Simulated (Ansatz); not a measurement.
Band structure of NaI (Fm-3m, 2 atoms in the cell).

```xyz
2
Lattice="0.0000 3.2350 3.2350 3.2350 0.0000 3.2350 3.2350 3.2350 0.0000" Properties=species:S:1:pos:R:3 pbc="T T T"
Na     0.0000     0.0000     0.0000
I      3.2350     3.2350     3.2350
```

Method: PBE (plane waves, PAW; Ansatz, a program for electronic structure).

Settings: basis.ecutwfc = 420 eV; kpoints.mp_grid.grid = 9 9 9; hamiltonian.xc = pbe; hamiltonian.pseudopotentials = {kind: paw} (the program's default PAW files); scf.occupations.method = fermi_dirac; scf.occupations.width = 0.05 eV; kpoints.band_path.npoints = 8.

The starting cell has typed, rounded lattice constants, without a prior relaxation at this level. Spin-orbit coupling is off.

Question: Predict the gap along the standard path and the places of the band edges.

Answer: The gap along the path is 3.65 eV, direct at Γ to within 0.01 eV.

Levels in eV from the top of the valence band on the path, bands 10 to 16:
```
point      10     11     12     13    14    15    16
-----  ------  -----  -----  -----  ----  ----  ----
Γ      -11.02   0.00   0.00   0.00  3.65  7.96  7.96
X      -10.63  -1.90  -0.74  -0.74  4.50  5.57  9.88
W      -10.62  -1.41  -1.41  -0.93  5.84  7.50  7.50
K      -10.63  -1.64  -1.34  -0.60  5.22  6.70  8.71
L      -10.71  -2.18  -0.28  -0.28  5.10  7.47  7.47
U      -10.63  -1.64  -1.34  -0.60  5.22  6.70  8.71
```

Keys are those of Ansatz 0.2.
